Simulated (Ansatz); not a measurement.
HfN: energy against strain

HfN (rock salt, Fm-3m, 11.152 Å³/atom at rest) under an equal strain ε in the (001) plane with the normal axis free, as in a coherent film. LDA in Ansatz, a plane-wave DFT program (PAW, default set), 420 eV, 22×22×22 Γ-centred mesh, Fermi-Dirac smearing 0.10 eV; ions are relaxed within the symmetry of each cell.

Here s stands for strain and y for E less E0.

```csv
strain (%),E less E0 (meV/atom)
-1.50,12.34
-1.00,5.35
-0.50,1.29
0.00,0.00
0.50,1.33
1.00,5.14
1.50,11.27
3.00,?
```

**Question.** Using a parabola, estimate the missing y at s = 3.00 from the other rows, showing the fit.

**Answer.** Least squares gives y = -0.001 - 0.2564·s + 5.2471·s². Residuals (row less fit): 0.150, -0.152, -0.149, 0.001, 0.147, 0.150, -0.150; standard error 0.184 (degrees of freedom: 4). Twice the quadratic coefficient over the volume, 2 × 5.2471 meV × 10⁴ × 0.1602 / 11.152 Å³, is twice the biaxial elastic modulus of this plane = 1508 ± 23 GPa. At the withheld row, y = -0.001 - 0.2564 × 3.0 + 5.2471 × 3.0² = 46.454 meV/atom. The calculation gives 42.31 meV/atom, 4.144 meV/atom below the prediction (9.8 % of the range of y in the table). The row lies outside the fitted rows, so this is an extrapolation. From the scatter of the fitted rows alone, a prediction at this place has a standard error of 0.702 meV/atom, so the miss is 5.9 times that.

One order more, fitted to all 13 runs of the series, follows each within 0.04, so the miss is the next term of a smooth law. In a metal these values are sensitive to mesh and smearing; energies are taken to zero smearing, stresses follow the free energy. Rows are the converged runs of the series near zero and its far end; series whose fitted rows scatter by over a few per cent of the range, as at a crossing or softening among them, aren't shown in this form. Most that stay on the fit to the last digits aren't either.
